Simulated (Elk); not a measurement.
## Worked example: self-consistent single point of AgBr (Fm-3m, 2 atoms in the cell) in Elk

Method: PBE, all-electron FP-LAPW, Elk's shipped species files, LAPW+lo basis (Elk 10.2.4).

The input file:

```
tasks
  0

xctype
  20

rgkmax
  7.5

gmaxvr
  16.0

nxoapwlo
  1

stype
  0

swidth
  0.0001

maxscl
  100

scale
  1.889726125

avec
    0.0000000000    2.8233360000    2.8233360000
    2.8233360000    0.0000000000    2.8233360000
    2.8233360000    2.8233360000    0.0000000000

sppath
  'species/'

atoms
  2
  'Ag.in'
  1
  0.0000000000  0.0000000000  0.0000000000    0.0 0.0 0.0
  'Br.in'
  1
  0.5000000000  0.5000000000  0.5000000000    0.0 0.0 0.0

ngridk
  8 8 8
```

Output (repeated stretches shortened):

```
│ Elk code version 10.2.4 │

All units are atomic (Hartree, Bohr, etc.)

│ Ground-state run starting from atomic densities │

Lattice vectors :
   0.000000000       5.335331799       5.335331799
   5.335331799       0.000000000       5.335331799
   5.335331799       5.335331799       0.000000000

Unit cell volume      :    303.7486067
Brillouin zone volume :   0.8166299630

Muffin-tin inner radius fraction :   0.1000000000E-01

Nuclei treated as point charges

Species :    1 (Ag)
 parameters loaded from : Ag.in
 name : silver
 nuclear charge    :   -47.00000000
 electronic charge :    47.00000000
 atomic mass :    196631.6997
 muffin-tin radius :    2.600000000
 number of radial points in muffin-tin :    597
 atomic positions (lattice), magnetic fields (Cartesian) :
   1 :   0.00000000  0.00000000  0.00000000    0.00000000  0.00000000  0.00000000

Species :    2 (Br)
 parameters loaded from : Br.in
 name : bromine
 nuclear charge    :   -35.00000000
 electronic charge :    35.00000000
 atomic mass :    145656.0815
 muffin-tin radius :    2.400000000
 number of radial points in muffin-tin :    497
 atomic positions (lattice), magnetic fields (Cartesian) :
   1 :   0.50000000  0.50000000  0.50000000    0.00000000  0.00000000  0.00000000

Total number of atoms per unit cell :    2

Spin treatment :
 spin-unpolarised

Number of Bravais lattice symmetries :   48
Number of crystal symmetries         :   48
Crystal has inversion symmetry
Real symmetric eigensolver will be used

k-point grid :      8     8     8
k-point offset :    0.000000000       0.000000000       0.000000000
k-point set is reduced with full crystal symmetry group
Total number of k-points :       29

Muffin-tin radius times maximum |G+k| :    7.500000000
 using average radius
Maximum |G+k| for APW functions       :    3.000000000
Maximum (1/2)|G+k|²                   :    4.500000000
Maximum |G| for potential and density :    16.00000000
 potential will be trimmed for |G| > 2 gkmax
Constant for pseudocharge density :   10
Radial integration step length :    4

G-vector grid sizes :     40    40    40
Number of G-vectors :    20875

Maximum angular momentum used for
 APW functions                      :    8
 outer part of muffin-tin           :    6
 inner part of muffin-tin           :    1

Total nuclear charge    :   -82.00000000
Total core charge       :    46.00000000
Total valence charge    :    36.00000000
Total excess charge     :    0.000000000
Total electronic charge :    82.00000000

Effective Wigner radius, rₛ :   0.9598512709

Number of empty states         :    8
Total number of valence states :   26
Total number of core states    :   46

Total number of local-orbitals :   33

Exchange-correlation functional :     20     0     0
 Perdew-Burke-Ernzerhof, Phys. Rev. Lett. 77, 3865 (1996)
 gradient requirement :    1
 generalised gradient approximation (GGA)

Smearing type :    0
 Gaussian
Smearing width :   0.1000000000E-03
Effective electronic temperature (K) :    31.57750248

Mixing type :    3
 Broyden mixing, J. Phys. A: Math. Gen. 17, L317 (1984)

Kohn-Sham potential initialised from atomic data

│ Self-consistent loop started │
│ Loop number : 1 │
 total energy                :     -7931.34093309
│ Loop number : 2 │
 total energy                :     -7931.36721246
RMS change in Kohn-Sham potential (target) :   0.1497779388     (  0.1000000000E-05)
Absolute change in total energy (target)   :   0.2627936705E-01 (  0.1000000000E-03)
│ Loop number : 3 │
 total energy                :     -7931.22801933
RMS change in Kohn-Sham potential (target) :   0.1476817914     (  0.1000000000E-05)
Absolute change in total energy (target)   :   0.1326232913     (  0.1000000000E-03)
│ Loop number : 4 │
 total energy                :     -7927.16855243
RMS change in Kohn-Sham potential (target) :   0.6695738559E-01 (  0.1000000000E-05)
Absolute change in total energy (target)   :    4.092622714     (  0.1000000000E-03)
│ Loop number : 5 │
 total energy                :     -7925.02047564
RMS change in Kohn-Sham potential (target) :   0.2151934021E-01 (  0.1000000000E-05)
Absolute change in total energy (target)   :    3.171232474     (  0.1000000000E-03)
│ Loop number : 6 │
 total energy                :     -7924.34655754
RMS change in Kohn-Sham potential (target) :   0.5455315207E-02 (  0.1000000000E-05)
Absolute change in total energy (target)   :    1.466726221     (  0.1000000000E-03)
│ Loop number : 7 │
 total energy                :     -7924.13440590
RMS change in Kohn-Sham potential (target) :   0.4304542221E-03 (  0.1000000000E-05)
Absolute change in total energy (target)   :   0.5788331947     (  0.1000000000E-03)
│ Loop number : 8 │
 total energy                :     -7924.14209124
RMS change in Kohn-Sham potential (target) :   0.1222799167E-03 (  0.1000000000E-05)
Absolute change in total energy (target)   :   0.1370229540     (  0.1000000000E-03)
│ Loop number : 9 │
 total energy                :     -7924.13702690
RMS change in Kohn-Sham potential (target) :   0.7059421830E-04 (  0.1000000000E-05)
Absolute change in total energy (target)   :   0.3932008165E-01 (  0.1000000000E-03)
│ Loop number : 10 │
 total energy                :     -7924.13242764
RMS change in Kohn-Sham potential (target) :   0.2350060728E-04 (  0.1000000000E-05)
Absolute change in total energy (target)   :   0.1442927942E-01 (  0.1000000000E-03)
│ Loop number : 11 │
 total energy                :     -7924.13186093
RMS change in Kohn-Sham potential (target) :   0.5982774191E-05 (  0.1000000000E-05)
Absolute change in total energy (target)   :   0.4174026168E-02 (  0.1000000000E-03)
│ Loop number : 12 │
 total energy                :     -7924.13162952
RMS change in Kohn-Sham potential (target) :   0.1184650420E-05 (  0.1000000000E-05)
Absolute change in total energy (target)   :   0.1274915496E-02 (  0.1000000000E-03)
│ Loop number : 13 │
 total energy                :     -7924.13161440
RMS change in Kohn-Sham potential (target) :   0.8730794064E-06 (  0.1000000000E-05)
Absolute change in total energy (target)   :   0.3338579445E-03 (  0.1000000000E-03)
│ Loop number : 14 │
 total energy                :     -7924.13163564
RMS change in Kohn-Sham potential (target) :   0.1345146609E-06 (  0.1000000000E-05)
Absolute change in total energy (target)   :   0.6221942749E-04 (  0.1000000000E-03)
Convergence targets achieved

│ Loop number : 15 │

Energies :
 Fermi                       :     0.158885817418
 sum of eigenvalues          :     -4698.45828792
 electron kinetic            :      8235.49236716
 core electron kinetic       :      7802.61463984
 Coulomb                     :     -15917.6461177
 Coulomb potential           :     -12618.7300440
 nuclear-nuclear             :     -747.021083815
 electron-nuclear            :     -17722.5200237
 Hartree                     :      2551.89498987
 Madelung                    :     -9608.28109567
 xc potential                :     -315.220611106
 exchange                    :     -237.782921039
 correlation                 :     -4.19496756055
 total energy                :     -7924.13163910

Density of states at Fermi energy :   0.8441839071E-05
 (states/Hartree/unit cell)

Estimated indirect band gap :   0.2309658493E-01
 from k-point      5 to k-point      1
Estimated direct band gap   :   0.1009808800
 at k-point      1

Charges :
 core                        :    46.00000000
 valence                     :    36.00000000
 interstitial                :    2.670850456
 muffin-tins (core leakage)
  species :    1 (Ag)
   atom    1                 :    45.84008692     (  0.1297426167E-08)
  species :    2 (Br)
   atom    1                 :    33.48906262     (  0.2302738156E-04)
 total in muffin-tins        :    79.32914954
 total calculated charge     :    81.98869509
 total charge                :    82.00000000
 error                       :   0.1130491434E-01

│ Self-consistent loop stopped │
```

The run converged in 15 iterations. The count includes the last loop, which Elk runs after its targets are met.

The starting cell comes from a database of computed structures (which also holds hypothetical and non-ambient phases and stackings), without a prior relaxation at this level. Its lattice was rescaled by a random factor within 2.5 % of one. Values depend on the basis (sphere radii, cutoffs, local orbitals), which need not be converged.
